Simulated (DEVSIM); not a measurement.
Structure: Ni/Al2O3/n-In0.53Ga0.47As capacitor, at 400 K.

Layer 1 from the left is Al2O3, thickness (nm) 24.0. Layer 2 from the left is In0.53Ga0.47As, thickness (nm) 13000, Nd (cm⁻³) 9e14.

Metal gate on the left, work function 5.1 eV. Fixed charge at the semiconductor interface 1.3e11 cm⁻² (in units of +e); interface traps 6.8e11 cm⁻² eV⁻¹, uniform in energy, neutral level at 0.5 of the gap above the valence band.

Constants are typed, rounded textbook-type inputs, not results; the design itself was drawn at random and stands for no fabricated device. Values at 300 K; Nc and Nv go as T^1.5, mobilities as T to minus their exponent, the gap by Varshni's rule with the affinity fixed.

Al2O3: gap (eV) 6.8, affinity (eV) 1.35, permittivity 9. In0.53Ga0.47As: gap (eV) 0.74, affinity (eV) 4.51, permittivity 13.9, Nc (cm⁻³) 2.1e17, Nv (cm⁻³) 7.7e18, Varshni α (eV/K) 0.00035, Varshni β (K) 190.

DEVSIM, 1D Poisson equation in equilibrium, Boltzmann statistics, complete ionisation; no quantum confinement or tunnelling. Metal contacts follow the ideal Schottky-Mott rule: no Fermi-level pinning, no interface dipoles.

Problem. What does the simulation give for the threshold voltage (band bending 2φF), the minimum of the low-frequency capacitance?

Solution. threshold voltage (band bending 2φF) 0.11 V; minimum of the low-frequency capacitance 0.101 μF/cm².
